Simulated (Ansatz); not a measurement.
A 16-atom cell of Ni(Si,Ge) started in the MnP type structure, site fractions Si 0.875, Ge 0.125, short-range order -0.14 in the first shell of the mixed sites (0 is random, a negative value favours unlike neighbours), space group Cm at the end. The mixed sublattice has 8 sites.

The mixing enthalpy is taken against the end members in the MnP type type (which need not be the stable form of NiSi and NiGe), relaxed in the same cell and mesh.

These are PBE (plane waves to 420 eV, PAW; Ansatz, a program for electronic structure) values and carry that method's errors. Scalar-relativistic, without spin–orbit coupling; the runs are not spin-polarised. Its k-point mesh 6×6×6, Fermi–Dirac width 0.05 eV.

```
cell      energy at zero smearing (eV)
--------  ----------------------------
NiSi                        -51812.307
NiGe                        -81082.512
Ni8GeSi7                    -55471.001
```

Work out the mixing enthalpy per mixed site and the interaction parameter Ω of a regular solution.

With x = 1/8 of the second end member, ΔH = [-55471.001 − 7/8 × (-51812.307) − 1/8 × (-81082.512)] / 8 = 10 meV against the separate end members. Ω = ΔH / x(1 − x) = 94 meV.
